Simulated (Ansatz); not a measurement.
The reference is Gd in the hcp (Mg type) structure (space group P6_3/mmc, No. 194; a = 3.639 Å, c = 5.909 Å; ferromagnetic). Axes: x lies along a and z along c of the hexagonal cell.

Calculations: r2SCAN, PAW, 500 eV (Ansatz, a first-principles code; no spin-orbit coupling).

Before the change:

| Property | Value |
|---|---|
| Shortest interatomic distance | 3.626 Å |

One thing is altered: a free-standing slab of 3 layers (3 atoms, 1 a layer) is cut normal to the z axis, with 15 Å of vacuum and the in-plane cell held at bulk.

Q: Predict the new excess energy per area of both faces.

A: The excess energy per area of both faces (slab less bulk energy over the cell's area: twice a surface energy) is 1.83 J/m² (uncertain by up to 0.04 J/m²).

Q: How does this affect the shortest interatomic distance?

A: The shortest interatomic distance decreases by 0.052 Å (3.626 Å → 3.574 Å).

Other magnetic orders, which the real material may have, were not ruled out. The state of the 4f shell was not checked for lower solutions. The excess energy carries the mismatch between the slab's and the bulk's meshes. Whether these cells are dynamically stable was not tested.
